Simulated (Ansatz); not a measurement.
Reference: InP (F-43m), PBEsol, rigid bands (plane waves, PAW, scalar-relativistic; Ansatz, a first-principles code); axes and stresses refer to this cell.

```
CELL_PARAMETERS angstrom
      0.00000     2.93916     2.93916
      2.93916     0.00000     2.93916
      2.93916     2.93916     0.00000
ATOMIC_POSITIONS crystal
  In 0.00000 0.00000 0.00000
  P  0.25000 0.25000 0.25000
```

The electron conductivity mass is 0.056 mₑ and the band gap is 0.57 eV. The Seebeck coefficient, p-type 1e19 cm⁻³ is 344 μV/K.

Task: Change: hydrostatic pressure 15 GPa with spin-orbit coupling. What happens to electron conductivity mass, band gap, Seebeck coefficient, p-type 1e19 cm⁻³?

Result: electron conductivity mass goes up to 0.36 mₑ; band gap grows to 1.31 eV; Seebeck coefficient, p-type 1e19 cm⁻³ decreases to 300 μV/K.

Task: Change: hydrostatic pressure 5 GPa with spin-orbit coupling. What happens to electron conductivity mass, band gap, Seebeck coefficient, p-type 1e19 cm⁻³?

Result: electron conductivity mass increases to 0.081 mₑ; band gap grows to 0.89 eV; Seebeck coefficient, p-type 1e19 cm⁻³ shrinks to 310 μV/K.

Masses are for dilute carriers at 300 K, harmonic means over directions unless an axis is named. Seebeck coefficients are for the stated density at 300 K, with one relaxation time for all states and whether or not that doping can be reached. Spin-orbit coupling is left out unless a row names it; without it hole values are far off for these elements. Stresses and pressures are the targets of the relaxation.  The structure type is held under load, also where the real crystal would transform.
